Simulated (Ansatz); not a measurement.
# Al, pressure series

Consider Al in the fcc (Cu type) structure (space group Fm-3m, No. 225; a = 3.992 Å).

Cell and atoms are relaxed at each pressure.

Calculations: r2SCAN in Ansatz (plane waves to 500 eV, PAW, no spin-orbit coupling).

```
pressure (GPa)  volume per atom (Å³/atom)
--------------  -------------------------
-2                                 16.270
-1                                 16.081
0                                  15.904
3                                  15.433
7                                  14.904
15                                 14.061
30                                 12.935
50                                      ?
75                                 10.975
```

### Question
Fit the third-order Birch–Murnaghan form P(V) = (3B₀/2)[(V₀/V)^(7/3) − (V₀/V)^(5/3)]·[1 + (3/4)(B₀′ − 4)((V₀/V)^(2/3) − 1)] (squares taken in P) to the rows shown and predict the withheld row.

### Answer
Least squares on the printed values gives V₀ = 15.905 Å³/atom, B₀ = 95.2 GPa, B₀′ = 4.0; this predicts 11.889 Å³/atom, and the run gives 11.896 Å³/atom, 0.007 higher.

Measured bulk modulus of Al: 80.8 GPa (static lattice; corrected from measurement; as listed in H. Levämäki et al., Physical Review B (2014)); the computed value is 18 % above it.

Load acts through the strain it causes; cell and atoms are relaxed under it. No phonon test of stability was made. Competing high-pressure phases were not computed.

Ansatz is a quantum-chemistry and plane-wave program.
